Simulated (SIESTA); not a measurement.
## Short convergence ladders for Ni2Ge (P3m1, 6 atoms in the cell)

```
CELL_PARAMETERS angstrom
      3.99175     0.00000     0.00000
     -1.99588     3.45696     0.00000
      0.00000     0.00000     5.03895
ATOMIC_POSITIONS crystal
  Ni 0.66667 0.33333 0.25992
  Ni 0.33333 0.66667 0.75000
  Ni 0.00000 0.00000 0.00000
  Ni 0.00000 0.00000 0.50000
  Ge 0.66667 0.33333 0.75000
  Ge 0.33333 0.66667 0.25000
```

Base method: SIESTA with GGA PBEsol, numerical atomic orbitals DZP, PseudoDojo PBEsol standard norm-conserving potentials (rewritten from UPF to PSML).

Base settings: XC.functional = GGA; XC.authors = PBEsol; potentials = PseudoDojo PBEsol standard; PAO.BasisSize = DZP; PAO.EnergyShift = 0.01 Ry; MeshCutoff = 300 Ry; kgrid.MonkhorstPack = 5 5 3; OccupationFunction = FD; ElectronicTemperature = 100 meV; MaxSCFIterations = 150.

Core times come from one kind of shared machine, to one figure; runs under 30 s give none.

**The k-point mesh**

The second cell is the first with its lattice scaled by 0.98.

Only quantities that move along the ladder and can be compared are tabulated.

```csv
kgrid.MonkhorstPack,free energy less the last step's (meV/atom),energy of the compressed cell less the first (meV/atom),pressure (GPa),largest difference of a force vector from the last step's (eV/Å),core time / last (rough)
2 2 1,60.54,27.44,0.25,0.040,–
3 3 2,-21.52,24.31,-0.64,0.026,0.1
5 5 3,-0.01,25.75,-0.20,0.011,0.2
5 5 4,-0.01,25.81,-0.24,0.014,0.1
7 7 5,0.39,26.11,-0.16,0.003,0.2
11 11 8,0.00,26.05,-0.17,0.000,1
```

Coarsest kgrid.MonkhorstPack that holds the pressure within 0.1 GPa of the last step, with all finer ones: 5 5 3, at about 0.2 of the last step's time; the step before is off by 0.46 GPa.

Coarsest kgrid.MonkhorstPack that holds the forces within 0.01 eV/Å of the last step, with all finer ones: 7 7 5, at about 0.2 of the last step's time; the step before is off by 0.014 eV/Å.

Coarsest kgrid.MonkhorstPack that holds the free energy within 5 meV/atom of the last step, with all finer ones: 5 5 3, at about 0.2 of the last step's time; the step before is off by 22 meV/atom.

**The k-point mesh at a smearing width of 0.02 eV**

In this ladder: ElectronicTemperature = 20 meV.

Only quantities that move along the ladder and can be compared are tabulated.

```csv
kgrid.MonkhorstPack,free energy less the last step's (meV/atom),pressure (GPa),largest difference of a force vector from the last step's (eV/Å),core time / last (rough)
4 4 3,17.64,0.10,0.005,–
6 6 4,-4.59,-0.45,0.009,0.09
9 9 6,-0.89,-0.39,0.005,0.2
13 13 9,-0.23,-0.36,0.002,0.5
15 15 11,0.00,-0.37,0.000,1
```

Coarsest kgrid.MonkhorstPack that holds the pressure within 0.1 GPa of the last step, with all finer ones: 6 6 4, at about 0.09 of the last step's time; the step before is off by 0.47 GPa.

Coarsest kgrid.MonkhorstPack that holds the free energy within 5 meV/atom of the last step, with all finer ones: 6 6 4, at about 0.09 of the last step's time; the step before is off by 18 meV/atom.

**The k-point mesh at a smearing width of 0.3 eV**

In this ladder: ElectronicTemperature = 300 meV.

Only quantities that move along the ladder and can be compared are tabulated.

| kgrid.MonkhorstPack | free energy less the last step's (meV/atom) | pressure (GPa) | core time / last (rough) |
|---|---|---|---|
| 4 4 3 | 1.96 | 2.01 | – |
| 6 6 4 | -0.13 | 1.68 | 0.09 |
| 9 9 6 | 0.02 | 1.73 | 0.3 |
| 15 15 11 | 0.00 | 1.72 | 1 |

Coarsest kgrid.MonkhorstPack that holds the free energy within 0.5 meV/atom of the last step, with all finer ones: 6 6 4, at about 0.09 of the last step's time; the step before is off by 2.0 meV/atom.

Coarsest kgrid.MonkhorstPack that holds the pressure within 0.2 GPa of the last step, with all finer ones: 6 6 4, at about 0.09 of the last step's time; the step before is off by 0.29 GPa.

On the base run: the starting cell comes from a database of computed structures (which also holds hypothetical and non-ambient phases and stackings), without a prior relaxation at this level. Its lattice was rescaled by up to half a per cent. One atom was moved a little off its site on purpose. Spin polarisation is off. Values carry the incompleteness of an atom-centred basis. Without a gap this mesh is coarse (it stands for a supercell whose shortest vector is 15 Å).
